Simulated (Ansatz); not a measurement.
A calculation on ZnSnO₃ (R3c, No. 161; start mp-13334) returned lattice constant a 5.341 Å, lattice parameter c 14.211 Å, equilibrium volume per atom 11.70 Å³/atom.

Which level of theory produced these numbers?
A) LDA (Ansatz (a first-principles code))
B) PBE-D4 (Ansatz)
C) PBE (Ansatz)
D) PBE-D3(BJ) (Ansatz)

C, PBE (Ansatz)

The others give: PBE-D4 5.311 Å, 14.074 Å, 11.46 Å³/atom; PBE-D3(BJ) 5.314 Å, 14.085 Å, 11.48 Å³/atom; LDA 5.225 Å, 13.864 Å, 10.93 Å³/atom.

Unless a cell is named, each level is at its own relaxed cell (LDA 10.93, PBE 11.70, PBE-D3(BJ) 11.48, PBE-D4 11.46 Å³/atom).

Caveats: the relaxation could not lower the start's symmetry, so the cell can be a saddle point above a distorted one (PBE-D4, PBE-D3(BJ), LDA, PBE). Ansatz's density-functional and Hartree–Fock values are scalar-relativistic unless marked +SOC, with PAW data made under PBE.

A start named mp-… is a Materials Project structure, which can be a computed phase never made.
